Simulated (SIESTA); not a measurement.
A working SIESTA input for YGe2Al2 (P-3m1, 5 atoms in the cell) (DFT, GGA PBEsol, numerical atomic orbitals TZP, PseudoDojo PBEsol standard norm-conserving potentials (rewritten from UPF to PSML)):

```
# files in the folder: Y.psml Ge.psml Al.psml (PseudoDojo PBEsol standard)
SystemName  Y(AlGe)2
SystemLabel siesta

NumberOfAtoms                5
NumberOfSpecies              3
%block ChemicalSpeciesLabel
  1 39 Y
  2 32 Ge
  3 13 Al
%endblock ChemicalSpeciesLabel
LatticeConstant              1.0 Bohr
%block LatticeVectors
     7.946298354    0.000000000    0.000000000
    -3.973149177    6.881696575    0.000000000
     0.000000000    0.000000000   12.659275309
%endblock LatticeVectors
AtomicCoordinatesFormat      Bohr
%block AtomicCoordinatesAndAtomicSpecies
     0.000000000    0.000000000    0.000000000  1
    -0.000003973    4.587800011    3.257231537  2
     3.973153150    2.293896565    9.402043772  2
    -0.000003973    4.587800011    8.127254748  3
     3.973153150    2.293896565    4.532020561  3
%endblock AtomicCoordinatesAndAtomicSpecies

XC.functional                GGA
XC.authors                   PBEsol
PAO.BasisSize                TZP
PAO.EnergyShift              0.01 Ry
MeshCutoff                   400 Ry
%block kgrid.MonkhorstPack
    9   0   0  0.0
    0   9   0  0.0
    0   0   5  0.0
%endblock kgrid.MonkhorstPack
OccupationFunction           MP
OccupationMPOrder            0
ElectronicTemperature        1578.21 K

MaxSCFIterations             150
SCF.Mixer.Method             Broyden
SCF.Mixer.Weight             0.25
SCF.Mixer.History            6
SCF.DM.Tolerance             1.0E-05
Diag.ParallelOverK           true
WriteForces                  true
```

The run converged in 13 iterations: free energy E − TS -6090.3006 eV; Fermi level (on the code's own zero) -4.08 eV; pressure -0.30 GPa; largest force (vector length) 0.118 eV/Å. Each of these slips is then made, one at a time:

(1)
```diff
-%endblock LatticeVectors
```

(2)
```diff
-MeshCutoff                   400 Ry
+MeshCutoff                   400
```

**Question.** How does each altered input end?

**Answer.** 
(1) A section without its end line. The program stopped before any SCF iteration.

(2) An energy without its unit. The program stopped before any SCF iteration.

The starting cell comes from a database of published, mostly measured structures (it also holds non-ambient and calculated ones), without a prior relaxation at this level. Values carry the incompleteness of an atom-centred basis.

Left out of this page: 2 runs of the series outside the window shown, repeating another row's setting, or not comparable; 1 run of the series held back from this collection.
